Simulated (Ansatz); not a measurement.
MgO under load (space group I4/mmm): band-edge transport data

```xyz
2
Lattice="0.0000 2.1790 2.0667 2.1790 0.0000 2.0667 2.1790 2.1790 0.0000" Properties=species:S:1:pos:R:3 pbc="T T T"
Mg     0.0000     0.0000     0.0000
O      2.1790     2.1790     2.0667
```

Method: r2SCAN, rigid bands (plane waves, PAW, scalar-relativistic; Ansatz, a program for electronic structure). Condition of this run: biaxial stress in (001) of -9 GPa (compression positive) (the target of the relaxation). How the cell was made: cell and atoms relaxed with PBEsol, then loaded as said.

```json
{
  "band_gap": "5.09 eV",
  "electron conductivity mass (300 K, dilute)": "0.34 (x), 0.34 (y), 0.39 (z) mₑ",
  "hole conductivity mass (300 K, dilute)": "2.1 mₑ",
  "effective density of states N_c (300 K)": "5.5e18 cm⁻³",
  "effective density of states N_v (300 K)": "1.6e20 cm⁻³",
  "density_of_states_mass_electrons": "0.36 mₑ",
  "density_of_states_mass_holes": "3.5 mₑ",
  "Seebeck coefficient, n-type 1e19 cm⁻³, 300 K": "-174 μV/K",
  "best n-type power factor at 300 K for τ = 10 fs (best axis; densities from 1e16 to 1e21 cm⁻³ tried, whether or not they can be reached)": "2.5 μW/(cm·K²) at 3e19 cm⁻³",
  "Seebeck coefficient, p-type 1e19 cm⁻³, 300 K": "458 μV/K"
}
```

Rigid bands; masses and Seebeck coefficients take one relaxation time τ for all states and one kind of carrier; polarons and phonon drag are left out. Spin-orbit coupling is left out. Geometry: cell and atoms relaxed with PBEsol.
